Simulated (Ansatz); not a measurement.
Worked example: self-consistent single point of VCu₃Se₄ (R3m, 8 atoms in the cell) in Ansatz (a first-principles code).

Method: LDA (PW92), default PAW files made with PBE (plane waves; Ansatz).

The change in words: lattice scaled by 0.98; basis.ecutwfc: 420 eV → 210 eV. Reference geometry:
```xyz
8
Lattice="5.6030 0.0000 0.0000 0.0000 5.6030 0.0000 0.0000 0.0000 5.6030" Properties=species:S:1:pos:R:3 pbc="T T T"
V      0.0289     0.0289     0.0289
Cu     0.0000     2.8015     0.0000
Cu     2.8015     0.0000     0.0000
Cu     0.0000     0.0000     2.8015
Se     1.3634     1.3634     1.3634
Se     1.3634     4.2396     4.2396
Se     4.2396     4.2396     1.3634
Se     4.2396     1.3634     4.2396
```

Reference input (self-consistent single point, DFT, LDA (PW92), plane waves, default PAW files made with PBE): basis.ecutwfc = 420 eV; kpoints.mp_grid.grid = 3 3 3; hamiltonian.xc = lda; hamiltonian.pseudopotentials = {kind: paw} (the program's default PAW files); scf.occupations.method = fixed. This run's input differs from it in these lines:

Ansatz 0.2 input:
```diff
@@ -2,5 +2,5 @@
   lattice:
-    - [5.60304600, 0.00000000, 0.00000000]
-    - [0.00000000, 5.60304600, 0.00000000]
-    - [0.00000000, 0.00000000, 5.60304600]
+    - [5.49098500, 0.00000000, 0.00000000]
+    - [0.00000000, 5.49098500, 0.00000000]
+    - [0.00000000, 0.00000000, 5.49098500]
   atoms:
@@ -15,3 +15,3 @@
 basis:
-  ecutwfc: 420.0 eV
+  ecutwfc: 210.0 eV
 kpoints:
```

Output (repeated stretches shortened):

```
SCF iter   1: F=—  HF=-44027.752119 eV  |F-HF|=—  |Δ(HF+E_count)|=         —  Δρ=9.51e-2  dr2=7.40e0  ethr=1.77e-3  ⟨swp⟩=4.0  Hψ=1442  notcnv=0  defer=53
all-band conjugate gradients solve this SCF's bands
preconditioner: auto → Resta (q_TF=auto, 2.634 Å⁻¹)
SCF iter   2: F=—  HF=-44021.331939 eV  |F-HF|=—  |Δ(HF+E_count)|=    6.42e0  Δρ=9.63e-2  dr2=1.11e1  ethr=1.77e-3  ⟨swp⟩=3.0  Hψ=1170  notcnv=0  defer=60
   [... lines left out ...]
SCF iter   7: F=—  HF=-44019.470080 eV  |F-HF|=—  |Δ(HF+E_count)|=   1.16e-3  Δρ=5.37e-4  dr2=7.45e-4  ethr=1.26e-5  ⟨swp⟩=2.0  Hψ=593  notcnv=0  defer=72
SCF iter   8: F=—  HF=-44019.470049 eV  |F-HF|=—  |Δ(HF+E_count)|=   3.16e-5  Δρ=8.52e-5  dr2=2.04e-5  ethr=5.56e-7  ⟨swp⟩=2.0  Hψ=453  notcnv=0  defer=53
SCF iter   9: F=—  HF=-44019.470034 eV  |F-HF|=—  |Δ(HF+E_count)|=   1.48e-5  Δρ=3.92e-5  dr2=3.00e-6  ethr=1.52e-8  ⟨swp⟩=2.0  Hψ=616  notcnv=0  defer=53
SCF iter  10: F=-44019.470034 eV  HF=-44019.470034 eV  |F-HF|=5.78e-8  |Δ(HF+E_count)|=  7.79e-10  Δρ=6.17e-6  dr2=9.07e-8  ethr=7.46e-11  ⟨swp⟩=9.0  Hψ=2132  notcnv=0
SCF 1 converged in 10 iterations: F = -44019.470034 eV  dr2 = 9.07e-8
Free energy (F): -44019.470034 eV
Internal energy: -44019.470034 eV  (E = F + TS)
E sigma→0 (E₀):  -44019.470034 eV
Fermi energy:    7.909630 eV
--- Forces (eV/Å), atoms counted from 1 ---
  atom   1  V     -0.47751947    -0.47751947    -0.47751947
  atom   2  Cu    -0.03616322     0.03332593    -0.03616322
  atom   3  Cu     0.03332593    -0.03616322    -0.03616322
  atom   4  Cu    -0.03616322    -0.03616322     0.03332593
  atom   5  Se     0.39630297     0.39630297     0.39630297
  atom   6  Se     0.09603185     0.01209386     0.01209386
  atom   7  Se     0.01209386     0.01209386     0.09603185
  atom   8  Se     0.01209386     0.09603185     0.01209386
--- Stress (GPa, compression-positive) ---
        3.900626       0.334265       0.334265
        0.334265       3.900626       0.334265
        0.334265       0.334265       3.900626
  P = ⅓ Tr σ = 3.9006 GPa (39.006 kbar)
  The stress holds the Pulay correction. Without it, at fixed plane waves, as pw.x and ABINIT print it: P = -212.3656 GPa
```

The run converged in 10 iterations. Against the reference run the free energy rises by 5.57 eV/atom, the pressure goes from -5.21 to 3.90 GPa, the largest force moves little (0.825 to 0.827 eV/Å) and the gap on the mesh goes from 1.226 to 1.175 eV.

The starting cell comes from a database of computed structures (which also holds hypothetical and non-ambient phases and stackings), without a prior relaxation at this level. Its lattice was rescaled by up to half a per cent. One atom was moved a little off its site on purpose. For this run, on top of that: lattice scaled by 0.98. Ansatz's pressure includes its estimate of the finite-basis (Pulay) stress. Without the estimate this run gives -212.37 GPa. The cutoff lies below the one recommended for these files.
